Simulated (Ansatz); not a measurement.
The starting structures come from a database of crystals and need not be the phases stable at ambient conditions.

 Where the default PAW files enter, the runs use the earlier of Ansatz's two default sets.

By PBEsol, the system below comes out a metal.

A figure of merit of an interconnect metal is its ballistic conductance per area.

Input:

```
CELL_PARAMETERS angstrom
      3.63612     0.00000     0.00000
      1.81806     5.69668     0.00000
      0.00000     0.78768     4.80525
ATOMIC_POSITIONS crystal
  Co 0.00000 0.00000 0.00000
  Co 0.00000 0.00000 0.50000
  Co 0.80445 0.39110 0.67456
  Co 0.19555 0.60890 0.32544
  Ge 0.81633 0.36734 0.18170
  Ge 0.18367 0.63266 0.81830
  Ge 0.56984 0.86032 0.28241
  Ge 0.43016 0.13968 0.71759
```

Space group of this cell: C2/m. The cell is strained (lengths across the current scaled by 0.98, ions clamped); by PBEsol its mean pressure is 6.6 GPa.

The current flows along the normal of the first two printed cell vectors. No spin-orbit coupling; the value is a mean over 0.1 eV about the Fermi level.

Task: Estimate the ballistic conductance per area that PBEsol run with Ansatz (a program for electronic structure) returns for this system.

Result: 0.43 × 10¹⁵ S/m² for both spins.
